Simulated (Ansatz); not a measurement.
Functionals compared on the (10-10) surface of hcp Y in its 1x1 cell, outermost plane spacing 1.06 Å in the ideal cut, in Ansatz (plane waves, PAW). The structure was relaxed with PBE; the other rows are single points on it, each with its references at the same level. Cutoff 420 eV (500 eV for r2SCAN).

Set-up: 8 atoms, 10.6 Å thick at the start; mesh 10x7x1; 0.1 eV smearing; dipole correction on; all atoms relaxed; symmetry of the start imposed; no spin, no spin-orbit, no U. These notes are the PBE run's.

```
functional  surface energy (J/m²)  work function of the top face (eV)          rough cost of the single point
----------  ---------------------  ----------------------------------  --------------------------------------
PBE                          0.97                                3.26                                       –
LDA                          1.08                                3.42          around 40 core-seconds (rough)
PBEsol                       1.05                                3.30          around 40 core-seconds (rough)
RPBE                         0.90                                3.16  about 40 core-seconds (a rough figure)
r2SCAN                       1.04                                3.33          around 80 core-seconds (rough)
```

Ansatz is a program for electronic structure.
